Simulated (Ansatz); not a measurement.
HfS2: isotropic strain −2.00 %

Base system: HfS₂ in the CdI2 type structure (space group P-3m1, No. 164; a = 3.6057 Å, c = 5.7676 Å; layered, stacked along the Cartesian z axis).

Now apply this change: every lattice vector is shortened by 2.00 %, atoms relaxed at fixed cell.

Method: PBE-D3(BJ) (Ansatz, a first-principles code; PAW; 420 eV plane waves; without spin-orbit coupling). k-mesh 11×11×6 (Γ-centred); smearing 0.05 eV (Fermi–Dirac).

Volume per atom: 20.37 Å³ (base 21.65 Å³)
Space group: P-3m1 (No. 164) (base P-3m1 (No. 164))
Shortest interatomic distance: 2.521 Å (base 2.541 Å)
Energy relative to the base (free energy F): +12 meV/atom
Pressure (mean of the normal stresses, compression positive): 31.9 kbar (base 0.0 kbar)
Band gap: 0.55 eV (base 0.85 eV)
Gap character: indirect, Γ → L (base indirect, Γ → L)
Smallest direct gap: 1.57 eV (base 1.81 eV)
Mean gap deformation potential ΔEg/Δln V: +4.9 eV
Width of the top valence band: 2.31 eV (base 2.10 eV)
Valence-band top at Γ (three highest levels, from the VBM): 0.00, -0.18, -0.18 eV
Largest internal atomic displacement: 0.054 Å

Spin-orbit coupling, missing from the scalar runs, can matter with Hf. Semilocal Kohn–Sham gaps tend to fall short of experiment. Stability against distortions was not tested.
